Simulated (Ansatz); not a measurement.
A computed series for Ta2O5: pressure series

The parent structure is Ta2O5 (space group C2, No. 5; a = 5.9244 Å, b = 5.0763 Å, c = 5.7491 Å, α = γ = 90.00°, β = 117.45°; a cell from a computed database, its experimental status unchecked).

Cell and atoms are relaxed at each pressure.

All numbers come from DFT with PBEsol, PAW potentials and a 420 eV plane-wave cutoff in Ansatz (a program for electronic structure), without spin-orbit coupling.

```
case              band gap  volume per atom  smallest direct gap
----------------  --------  ---------------  -------------------
base               2.40 eV         10.96 Å³              2.88 eV
pressure −1 GPa    2.41 eV         11.11 Å³              2.94 eV
pressure 0.3 GPa   2.40 eV         10.92 Å³              2.87 eV
pressure 0.7 GPa   2.39 eV         10.87 Å³              2.85 eV
pressure 1.5 GPa   2.36 eV         10.78 Å³              2.82 eV
pressure 3 GPa     2.31 eV         10.64 Å³              2.76 eV
pressure 5 GPa     2.24 eV         10.45 Å³              2.69 eV
pressure 7.5 GPa   2.16 eV         10.18 Å³              2.59 eV
```

Spin-orbit coupling, missing from the scalar runs, can matter with Ta. Load acts through the strain it causes; cell and atoms are relaxed under it. Stability against distortions was not tested. Competing high-pressure phases were not computed.
